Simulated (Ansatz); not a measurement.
For V3Mo (Fm-3m), PBEsol, DFPT electron-phonon coupling, linearised Boltzmann equation run with Ansatz (an electronic-structure program) gives a transport coupling λ_tr = 0.807 and a Drude plasma energy ħω_p = 7.96 eV.

### Question
Estimate the resistivity at 300 K from the high-temperature formula ρ = 2π λ_tr k_B T / (ħ ε₀ ω_p²), and say how the full Boltzmann solution compares.

### Answer
The scattering rate is 1/τ = 2π λ_tr k_B T/ħ = 1.99e14 s⁻¹ and ω_p = 1.21e16 s⁻¹, so ρ ≈ 15.4 μΩ·cm. The Boltzmann solution gives 14.1 μΩ·cm, 0.91 times the estimate.

A metal at this level (no band gap). Only scattering by harmonic phonons is included (no impurities, grain boundaries, electron-electron scattering or thermal expansion). Spin-orbit coupling is left out. Halving the electron mesh (24x24x24) moves the resistivity by up to 1 % at 300 K, the coupling by up to 1 %. Smearing 0.20 eV; phonons on a 4x4x4 q mesh, which this run doesn't test.

Computed structure with no diffraction record at hand here (it may be known, metastable or hypothetical): V3Mo (Fm-3m). Treated as nonmagnetic (a ferromagnetic start lost its moment, other orders weren't tried): V3Mo (Fm-3m).
